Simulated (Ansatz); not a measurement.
Start from WC (space group P-6m2, No. 187; a = 2.899 Å, c = 2.827 Å; relaxed with 0.1 eV smearing). Axes: x lies along a and z along c of the hexagonal cell.

All numbers come from Ansatz (a program for electronic structure) PBEsol, scalar-relativistic without spin-orbit coupling.

Modification: tensile biaxial strain of 3.69 % in the plane normal to [001], as in epitaxy on a mismatched substrate; the out-of-plane cell vector and the atoms relax.

### Question
Estimate the effect on the ratio −ε⊥/ε∥.

### Answer
The ratio −ε⊥/ε∥ is 0.35.

### Question
Estimate the effect on the in-plane stress.

### Answer
The mean in-plane stress (compression positive) is -28.5 GPa.

Stability against distortions was not tested. All final runs are without spin polarisation.
